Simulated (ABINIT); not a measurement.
ABINIT run on Tl (P6_3/mmc, 4 atoms in the cell): self-consistent single point.

Computed with PBE, norm-conserving pseudopotentials (PseudoDojo nc-sr-05 PBE standard) (plane waves; ABINIT 10.0.3).

The change in words: lattice scaled by 0.98. Reference geometry:
```
CELL_PARAMETERS angstrom
      3.47671     0.00000     0.00000
     -1.73836     3.01092     0.00000
      0.00000     0.00000    11.16308
ATOMIC_POSITIONS crystal
  Tl 0.00000 0.00000 0.00000
  Tl 0.00000 0.00000 0.50000
  Tl 0.33333 0.66667 0.25000
  Tl 0.66667 0.33333 0.75000
```

Reference input (self-consistent single point, DFT, PBE, plane waves, norm-conserving pseudopotentials (PseudoDojo nc-sr-05 PBE standard)): pseudos = [Tl.upf]; ecut = 30 Ha; occopt = 7; tsmear = 0.00183747 Ha; ngkpt = 7 7 2; nshiftk = 1; shiftk = 0 0 0; potentials = PseudoDojo nc-sr-05 PBE standard; nband = 34; kptopt = 1; nstep = 80; tolvrs = 1e-11. This run's input differs from it in these lines:

```diff
@@ -3,6 +3,6 @@
 pseudos "Tl.upf"
-acell 3.4767109725 3.4767109725 11.1630830000 Angstrom
+acell 3.4071770940 3.4071770940 10.9398210000 Angstrom
 rprim
-         1.0000000000    0.0000000737    0.0000000000
-        -0.5000000639    0.8660253669    0.0000000000
+         1.0000000000    0.0000000670    0.0000000000
+        -0.5000000580    0.8660253703    0.0000000000
          0.0000000000    0.0000000000    1.0000000000
```

The program printed (abridged):

```
--- !BeginCycle
solver: {iscf: 7, nstep: 80, nline: 4, wfoptalg: 0, }
tolerances: {tolvrs: 1.00E-11, }
...

     iter   Etot(hartree)      deltaE(h)  residm     vres2
 ETOT  1  -240.61341432929    -2.406E+02 6.657E-01 1.627E+02
 ETOT  2  -242.21563897268    -1.602E+00 1.646E-02 1.767E+02
 ETOT  3  -242.26247969943    -4.684E-02 2.049E-03 2.033E+01
 ETOT  4  -242.26768547094    -5.206E-03 1.394E-03 2.039E+00
 ETOT  5  -242.26825991818    -5.744E-04 7.447E-04 9.863E-03
   [... 2 lines left out ...]
 ETOT  8  -242.26826282164    -6.290E-09 1.019E-04 2.278E-06
 ETOT  9  -242.26826282225    -6.059E-10 1.062E-04 5.670E-09
 ETOT 10  -242.26826282225     2.103E-12 5.277E-05 3.477E-11
 ETOT 11  -242.26826282225    -1.535E-12 5.766E-05 3.747E-13
 At SCF step   11       vres2   =  3.75E-13 < tolvrs=  1.00E-11 =>converged.

 Cartesian components of stress tensor (hartree/bohr^3)
  sigma(1 1)= -1.67192782E-04  sigma(3 2)=  0.00000000E+00
  sigma(2 2)= -1.67192782E-04  sigma(3 1)=  0.00000000E+00
  sigma(3 3)= -1.43587030E-04  sigma(2 1)= -2.97168055E-13

 ----iterations are completed or convergence reached----

 reduced coordinates (array xred) for    4 atoms
       0.000000000000      0.000000000000     -0.000000000000
       0.000000000000      0.000000000000      0.500000000000
       0.333333333333      0.666666666667      0.250000000000
       0.666666666667      0.333333333333      0.750000000000
 cartesian forces (eV/Angstrom) at end:
    1     -0.00000000000000    -0.00000000000000    -0.00000000000000
   [... lines left out ...]
 Fermi (or HOMO) energy (hartree) =   0.25702   Average Vxc (hartree)=  -0.39458
   [... lines left out ...]
total_energy        : -2.42268262822250E+02
total_energy_eV     : -6.59245469675160E+03
band_energy         : -5.24518641591382E+00
...

-Cartesian components of stress tensor (GPa)         [Pressure=  4.6875E+00 GPa]
- sigma(1 1)= -4.91898064E+00  sigma(3 2)=  0.00000000E+00
- sigma(2 2)= -4.91898065E+00  sigma(3 1)=  0.00000000E+00
- sigma(3 3)= -4.22447555E+00  sigma(2 1)= -8.74298456E-09

 Calculation completed.
```

The run converged in 11 iterations. Against the reference run the free energy goes up by 35.5 meV/atom and the pressure goes from 2.07 to 4.69 GPa.

The starting cell comes from a database of computed structures (which also holds hypothetical and non-ambient phases and stackings), without a prior relaxation at this level. Its lattice was rescaled by a random factor within 2.5 % of one. For this run, on top of that: lattice scaled by 0.98. With a pressure of about 5 GPa the cell is away from its equilibrium volume at this level.

Cost on one core of a shared machine: roughly 2 min.
